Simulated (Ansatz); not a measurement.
Relaxation of the outer planes of the (10-10) surface of bulk 2H MoTe2 in its 1x1 cell (cut with top plane Mo + 2 Te, bottom plane Mo + 2 Te), outermost plane spacing 1.01 Å in the ideal cut.

The numbers are results of PBE with D3(BJ) dispersion (plane waves to 420 eV, PAW; Ansatz, an electronic-structure program), not measurements.

Slab: 30 atoms, Mo10Te20, 13.1 Å thick at the start; k 7x2x1, smearing 0.025 eV, dipole-corrected; all atoms relaxed; held to the start's symmetry, so lower structures may exist; no spin (no spin-polarised run to compare, though such a face may carry moments), no spin-orbit, no U. The slab shows no gap on its mesh.

```
plane      atoms  bulk spacing to the next (Å)  relaxed spacing (Å)  change (%)         rumpling (Å)
-----  ---------  ----------------------------  -------------------  ----------  -------------------
1      2 Te + Mo                         1.009                    …           …                    …
2      Mo + 2 Te                         2.019                2.101         4.1  0.30 (Te outermost)
```

Task: Complete the blanks.

Result: 
- 1, relaxed spacing (Å): 0.687
- 1, change (%): -31.9
- 1, rumpling (Å): 0.98 (Te outermost)
